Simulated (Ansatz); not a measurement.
Functionals compared on a constructed model of the (100) surface of fcc Pt, a pseudomorphic layer of Ti in the host's stacking (bottom of the slab: a bare face, its two planes held), in Ansatz (plane waves, PAW). The structure was relaxed with PBE; the other rows are single points on it. Cutoff 420 eV (500 eV for r2SCAN).

Model: 7-atom slab, 12.3 Å thick at the start, 13x13x1 mesh, Fermi-Dirac 0.1 eV, dipole correction, 2 atoms held, the rest relaxed; held to the start's symmetry, so lower structures may exist; no spin, no spin-orbit, no U. It is one candidate, not shown to be the stable structure of the face. These notes are the PBE run's.

```csv
functional,work function of the top face (eV),rough cost of the single point
PBE,4.52,–
RPBE,4.40,roughly 26 core-seconds
r2SCAN,___,around 70 core-seconds (rough)
```

Question: Fill in the missing entries.

Answer: 
- r2SCAN, work function of the top face (eV): 4.64

Ansatz is a first-principles code.
